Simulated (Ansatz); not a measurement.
Worked example: self-consistent single point of CaGe2Pd2 (I4mm, 5 atoms in the cell) in Ansatz (a quantum-chemistry and plane-wave program).

Level of theory: PBEsol, default PAW files made with PBE (plane waves; Ansatz).

The change in words: lattice scaled by 0.98; basis.ecutrho_ratio: default → 6. Reference geometry:
```yaml
crystal:
  lattice:
    - [-2.14381, 2.14381, 5.03078]
    - [2.14381, -2.14381, 5.03078]
    - [2.14381, 2.14381, -5.03078]
  atoms:
    - { symbol: Ca, position: [0.00497, 0.00497, 0.00000] }
    - { symbol: Ge, position: [0.37621, 0.37621, 0.00000] }
    - { symbol: Ge, position: [0.62379, 0.62379, 0.00000] }
    - { symbol: Pd, position: [0.75000, 0.25000, 0.50000] }
    - { symbol: Pd, position: [0.25000, 0.75000, 0.50000] }
```

Reference input (self-consistent single point, DFT, PBEsol, plane waves, default PAW files made with PBE): basis.ecutwfc = 420 eV; kpoints.mp_grid.grid = 6 6 6; hamiltonian.xc = pbesol; hamiltonian.pseudopotentials = {kind: paw} (the program's default PAW files); scf.occupations.method = gaussian; scf.occupations.width = 0.1 eV. This run's input differs from it in these lines:

Ansatz 0.2 input:
```diff
@@ -2,5 +2,5 @@
   lattice:
-    - [-2.14380700, 2.14380700, 5.03077500]
-    - [2.14380700, -2.14380700, 5.03077500]
-    - [2.14380700, 2.14380700, -5.03077500]
+    - [-2.10093100, 2.10093100, 4.93016000]
+    - [2.10093100, -2.10093100, 4.93016000]
+    - [2.10093100, 2.10093100, -4.93016000]
   atoms:
@@ -13,2 +13,3 @@
   ecutwfc: 420.0
+  ecutrho_ratio: 6
 kpoints:
```

The program printed (abridged):

```
SCF iter   1: F=—  HF=-24117.673886 eV  |F-HF|=—  |Δ(HF+E_count)|=         —  Δρ=6.38e-3  dr2=3.65e-2  ethr=1.77e-3  ⟨swp⟩=7.2  Hψ=5456  notcnv=0  defer=6
all-band conjugate gradients solve this SCF's bands
preconditioner: auto → Kerker (q_TF=auto, 2.655 Å⁻¹)
SCF iter   2: F=—  HF=-24117.666490 eV  |F-HF|=—  |Δ(HF+E_count)|=   7.40e-3  Δρ=2.72e-3  dr2=8.37e-3  ethr=4.94e-5  ⟨swp⟩=2.6  Hψ=2516  notcnv=0  defer=10
   [... lines left out ...]
SCF iter   5: F=—  HF=-24117.664687 eV  |F-HF|=—  |Δ(HF+E_count)|=   5.17e-5  Δρ=1.22e-4  dr2=3.26e-5  ethr=2.54e-7  ⟨swp⟩=2.0  Hψ=2088  notcnv=0  defer=10
SCF iter   6: F=—  HF=-24117.664789 eV  |F-HF|=—  |Δ(HF+E_count)|=   1.02e-4  Δρ=4.58e-5  dr2=2.00e-6  ethr=4.40e-8  ⟨swp⟩=2.0  Hψ=1741  notcnv=0  defer=10
SCF iter   7: F=—  HF=-24117.664788 eV  |F-HF|=—  |Δ(HF+E_count)|=   5.75e-7  Δρ=1.31e-5  dr2=4.08e-7  ethr=2.70e-9  ⟨swp⟩=2.1  Hψ=2155  notcnv=0  defer=10
SCF iter   8: F=-24117.664788 eV  HF=-24117.664788 eV  |F-HF|=3.13e-8  |Δ(HF+E_count)|=   9.08e-8  Δρ=4.04e-6  dr2=4.11e-8  ethr=1.35e-10  ⟨swp⟩=8.1  Hψ=5402  notcnv=0
SCF 1 converged in 8 iterations: F = -24117.664788 eV  dr2 = 4.11e-8
Free energy (F): -24117.664788 eV
Internal energy: -24117.652706 eV  (E = F + TS)
E sigma→0 (E₀):  -24117.658747 eV
Entropy (-TS):   -0.012082 eV (-2.416 meV/atom)
Fermi energy:    14.345899 eV
--- Forces (eV/Å), atoms counted from 1 ---
  atom   1  Ca    -0.00000000    -0.00000000    -0.21814472
  atom   2  Ge    -0.00000000     0.00000000     0.30166986
  atom   3  Ge     0.00000000     0.00000000    -0.23008541
  atom   4  Pd     0.00000000    -0.00000000     0.07326239
  atom   5  Pd    -0.00000000    -0.00000000     0.07326239
--- Stress (GPa, compression-positive) ---
        6.752807       0.000000      -0.000000
        0.000000       6.752807       0.000000
       -0.000000       0.000000       7.144748
  P = ⅓ Tr σ = 6.8835 GPa (68.835 kbar)
  The stress holds the Pulay correction. Without it, at fixed plane waves, as pw.x and ABINIT print it: P = 6.8462 GPa
```

The run converged in 8 iterations. Against the reference run the free energy rises by 19.8 meV/atom, the pressure goes from -0.61 to 6.88 GPa and the largest force goes from 0.167 to 0.302 eV/Å.

The starting cell comes from a database of computed structures (which also holds hypothetical and non-ambient phases and stackings), without a prior relaxation at this level. Its lattice was rescaled by up to half a per cent. One atom was moved a little off its site on purpose. For this run, on top of that: lattice scaled by 0.98. Spin polarisation is off. Ansatz's pressure includes its estimate of the finite-basis (Pulay) stress.
